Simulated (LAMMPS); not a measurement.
MD of TiO2 (anatase) at zero pressure, 600 atoms, as a liquid; each row is its own run.

Method: classical MD, Buckingham potential of Matsui and Akaogi, Mol. Simul. 6, 239 (1991), as tabulated by Reinhardt, J. Chem. Phys. 151, 064505 (2019), used with rigid ions (no shells), PPPM sums, short-range terms cut at 10 Å, modified for these runs by an r^-4 repulsive force inside the short-range force's maximum; code LAMMPS.

```
T (K)  D(Ti) (cm²/s)
-----  -------------
1890         3.35e-6
2100         5.89e-6
2310         1.35e-5
2730         2.72e-5
2940         3.78e-5
3360         6.77e-5
```

Fit an Arrhenius law, ln y = a + b / x, to these rows (x is the first column, y the second) and predict the run at x = 2620.

Least squares gives a = -5.7202 and b = -13040. The slope times kB gives an activation energy of 1.12 eV. At x = 2620 the fit predicts 2.26e-5 cm²/s. The run itself gave (2.5 ± 0.1) × 10^-5 cm²/s, so the fit is 11 % low.

Caution (row 1890): enthalpy drifts during the constant-pressure average: a transition or slow ageing; fluctuation values are void.

Caution: a run this short can hold a crystal over, or a liquid under, the potential's own melting point, which these runs don't give.

Errors of D are the spread over four groups of atoms in one short run; a floor of about 5 %, a picked value, is safer.
